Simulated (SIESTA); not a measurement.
Band structure of LaSi2 (I4_1/amd, 6 atoms in the cell).

```
CELL_PARAMETERS angstrom
     -2.19417     2.19417     6.80509
      2.19417    -2.19417     6.80509
      2.19417     2.19417    -6.80509
ATOMIC_POSITIONS crystal
  La 0.50000 0.50000 0.00000
  La 0.25000 0.75000 0.50000
  Si 0.83577 0.33577 0.50000
  Si 0.08577 0.08577 0.00000
  Si 0.91423 0.91423 0.00000
  Si 0.66423 0.16423 0.50000
```

Computed with GGA PBEsol, numerical atomic orbitals DZP, PseudoDojo PBEsol standard norm-conserving potentials (rewritten from UPF to PSML) (SIESTA 5.4.2).

Settings: XC.functional = GGA; XC.authors = PBEsol; potentials = PseudoDojo PBEsol standard; PAO.BasisSize = DZP; PAO.EnergyShift = 0.01 Ry; MeshCutoff = 350 Ry; kgrid.MonkhorstPack = 7 7 7; OccupationFunction = FD; ElectronicTemperature = 1160.45 K; MaxSCFIterations = 150; SCF.Mixer.Method = Pulay; SCF.Mixer.Weight = 0.1; SCF.Mixer.History = 8; SCF.DM.Tolerance = 1.0E-04.

The starting cell comes from a database of computed structures (which also holds hypothetical and non-ambient phases and stackings), without a prior relaxation at this level. Values carry the incompleteness of an atom-centred basis.

Levels in eV from the Fermi level, bands 15 to 20:
```json
[
 {"point": "Γ", "15": "-2.58", "16": "-2.50", "17": "-2.50", "18": "-1.08", "19": "-0.98", "20": "0.53"},
 {"point": "X", "15": "-3.00", "16": "-3.00", "17": "-2.06", "18": "-2.06", "19": "1.09", "20": "1.09"},
 {"point": "Y", "15": "-2.98", "16": "-2.98", "17": "-2.11", "18": "-2.11", "19": "1.01", "20": "1.01"},
 {"point": "S", "15": "-2.57", "16": "-2.54", "17": "-2.16", "18": "-1.60", "19": "-1.22", "20": "0.24"},
 {"point": "Z", "15": "-2.65", "16": "-2.65", "17": "-2.62", "18": "-2.62", "19": "0.58", "20": "0.58"},
 {"point": "S1", "15": "-2.57", "16": "-2.54", "17": "-2.16", "18": "-1.60", "19": "-1.22", "20": "0.24"},
 {"point": "N", "15": "-3.37", "16": "-2.36", "17": "-1.50", "18": "-1.25", "19": "-1.04", "20": "-0.84"},
 {"point": "P", "15": "-3.01", "16": "-3.01", "17": "-2.03", "18": "-2.03", "19": "0.91", "20": "0.91"},
 {"point": "Y1", "15": "-2.98", "16": "-2.98", "17": "-2.11", "18": "-2.11", "19": "1.01", "20": "1.01"}
]
```

Bands cross the Fermi level along this path, so the cell is metallic at this level.

Higher empty bands are left out: an atom-centred basis made for the valence describes them poorly.
